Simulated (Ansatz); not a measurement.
Pb (Im-3m, No. 229, 1 atom in the cell; start mp-22692; another form than the element's usual one) was calculated with LDA in Ansatz (PAW).

Numerical settings: plane-wave cutoff 520 eV, 20×20×20 k mesh, Fermi–Dirac smearing 0.05 eV, scalar-relativistic PAW data made under PBE.

Cell (relaxed at this level):

```cif
data_Pb
_chemical_formula_sum 'Pb1'
_space_group_name_H-M_alt 'P 1'
_space_group_IT_number 1
_cell_length_a 3.35148
_cell_length_b 3.35148
_cell_length_c 3.35148
_cell_angle_alpha 109.471
_cell_angle_beta 109.471
_cell_angle_gamma 109.471
loop_
_space_group_symop_operation_xyz
  'x, y, z'
loop_
_atom_site_label
_atom_site_type_symbol
_atom_site_fract_x
_atom_site_fract_y
_atom_site_fract_z
_atom_site_occupancy
Pb1 Pb 0.00000 0.00000 0.00000 1
```

### Question
What does this level give for the bulk modulus B0?

### Answer

bulk modulus B0: 52.6 GPa

The run finds no gap.

Note: the bulk modulus is −V dP/dV from two relaxed cells at ±2 % in volume; the relaxation could not lower the start's symmetry, so the cell can be a saddle point above a distorted one.

Spin–orbit coupling is not included; it can shift volumes and moduli of such heavy elements.

Computed values are for the static lattice.

Computing time: roughly 28 core-seconds.

A start named mp-… is a Materials Project structure, which need not be a measured phase.

Ansatz is a program for electronic structure.
